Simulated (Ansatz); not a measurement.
System: interstitial B in 3C silicon carbide (charge state +1). Computed with PBE, PAW (plane waves to 420 eV; Ansatz, a quantum-chemistry and plane-wave program).

Cell of 64 host sites held at the relaxed PBE lattice; a 2×2×2 k-point mesh shifted by half a step; Fermi-Dirac width 0.01 eV, spin-restricted; finite-size errors left in. Static, classical nuclei. The charge state is imposed; whether it is stable for some Fermi level was not computed. Sites that were not tried may lie lower.

Barriers: single points on a 3×3×3 k-point mesh shifted by half a step at the bands' geometries.

Relaxed starting cell (atoms counted from 1):

```
CELL_PARAMETERS angstrom
      8.76000     0.00000     0.00000
      0.00000     8.76000     0.00000
      0.00000     0.00000     8.76000
ATOMIC_POSITIONS crystal
  Si 0.00357 0.00384 0.00418
  Si 0.99982 0.00013 0.49661
  Si 0.99984 0.49629 0.00049
  Si 0.00050 0.50144 0.50175
  Si 0.49604 0.00011 0.00045
  Si 0.50121 0.00075 0.50175
  Si 0.50120 0.50144 0.00106
  Si 0.50276 0.50301 0.50333
  C  0.13307 0.13331 0.36878
  C  0.12307 0.12332 0.86831
  C  0.12507 0.62518 0.37703
  C  0.12499 0.62214 0.87634
  C  0.62492 0.12532 0.37701
  C  0.62189 0.12525 0.87631
  C  0.62633 0.62658 0.37663
  C  0.62557 0.62582 0.87600
  Si 0.98029 0.24863 0.24895
  Si 0.99904 0.25001 0.74670
  Si 0.99904 0.74636 0.25035
  Si 0.99945 0.75082 0.75115
  Si 0.50457 0.25427 0.25461
  Si 0.50166 0.25027 0.74878
  Si 0.50165 0.74844 0.25057
  Si 0.50102 0.75098 0.75129
  C  0.13302 0.36847 0.13364
  C  0.12507 0.37672 0.62552
  C  0.12309 0.86796 0.12364
  C  0.12498 0.87600 0.62245
  C  0.62493 0.37672 0.12561
  C  0.62634 0.37631 0.62688
  C  0.62190 0.87598 0.12555
  C  0.62556 0.87571 0.62613
  Si 0.24842 0.98055 0.24894
  Si 0.24976 0.99929 0.74669
  Si 0.25403 0.50483 0.25459
  Si 0.25002 0.50189 0.74881
  Si 0.74611 0.99931 0.25034
  Si 0.75057 0.99970 0.75116
  Si 0.74820 0.50189 0.25057
  Si 0.75073 0.50126 0.75129
  C  0.36821 0.13330 0.13361
  C  0.37646 0.12531 0.62550
  C  0.37647 0.62518 0.12562
  C  0.37606 0.62658 0.62690
  C  0.86769 0.12332 0.12363
  C  0.87572 0.12525 0.62248
  C  0.87571 0.62218 0.12557
  C  0.87546 0.62582 0.62613
  Si 0.24839 0.24863 0.98091
  Si 0.25405 0.25429 0.50518
  Si 0.24979 0.74635 0.99962
  Si 0.25001 0.74846 0.50219
  Si 0.74612 0.25003 0.99963
  Si 0.74822 0.25025 0.50219
  Si 0.75057 0.75083 0.00002
  Si 0.75073 0.75099 0.50158
  C  0.37842 0.37868 0.37896
  C  0.37680 0.37705 0.87300
  C  0.37681 0.87265 0.37736
  C  0.37244 0.87529 0.87559
  C  0.87241 0.37705 0.37737
  C  0.87504 0.37269 0.87561
  C  0.87503 0.87530 0.37299
  C  0.87666 0.87690 0.87721
  B  0.19723 0.19749 0.19785
```
Cell charge +1.

End state 1 differs by these moves (Å; atoms that move under 0.08 Å are left out):

| atom | element | Δx | Δy | Δz |
|---|---|---|---|---|
| 2 | Si | -0.11 | -0.11 | 0.25 |
| 3 | Si | -0.01 | 0.08 | -0.02 |
| 5 | Si | 0.08 | -0.01 | -0.02 |
| 9 | C | -0.07 | -0.07 | 0.76 |
| 17 | Si | 0.00 | 0.19 | -0.20 |
| 25 | C | -0.06 | 0.13 | -0.12 |
| 28 | C | 0.01 | -0.06 | 0.09 |
| 33 | Si | 0.19 | 0.00 | -0.20 |
| 41 | C | 0.13 | -0.06 | -0.12 |
| 42 | C | 0.05 | -0.01 | 0.06 |
| 46 | C | -0.06 | 0.01 | 0.09 |
| 49 | Si | 0.02 | 0.03 | 0.16 |
| 50 | Si | 0.08 | 0.08 | 0.17 |
| 65 | B | -0.63 | -0.63 | 0.90 |

Q: Give the forward and backward barriers to end state 1 at the level PBE, PAW.

A: forward 1.01 eV, backward 0.48 eV; at the saddle point atom 65 has neighbours C at 1.45; 2 Si at 1.91 Å. The saddle point's order was not checked, and it lies on a symmetry element of the cell, where a band can be held.
